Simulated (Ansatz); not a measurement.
Consider interstitial Si in 4H silicon carbide, charge state +2. The step: a concerted move, in which Si travels most; the atom moves 1.67 Å along (0.38, -0.23, 0.01) of the unit cell; the moving atom starts with neighbours 3 C at 1.87; 3 Si at 2.30, 3 Si at 2.38 Å and ends with C at 1.77, C at 1.88, 2 C at 1.95; Si at 2.16 Å. A PBE band in Ansatz (plane-wave PAW, the Γ point alone, 72 host sites, 42 SCF runs with any check of the saddle's order, static, no finite-size correction) gives a forward barrier of 1.44 eV. The saddle point's order was not checked. The charge state is imposed; whether it is stable for some Fermi level was not computed. Sites that were not tried may lie lower.

Single points at the band's start and saddle point can refine it. Rough cost of one point, in units of the band's mean SCF on the same machine:

```tsv
Level	Cost of one point
PBE, a 2×2×2 k-point mesh shifted by half a step along c	about 7
r2SCAN at 500 eV, the Γ point alone	about 4
```

**Question.** Which of these move the barrier by more than 0.1 eV, and how far does each move it?

**Answer.** PBE, a 2×2×2 k-point mesh shifted by half a step along c: +0.14 eV; r2SCAN at 500 eV, the Γ point alone: +0.08 eV. Each functional is compared with PBE at the same k-points.

Ansatz is an electronic-structure program.
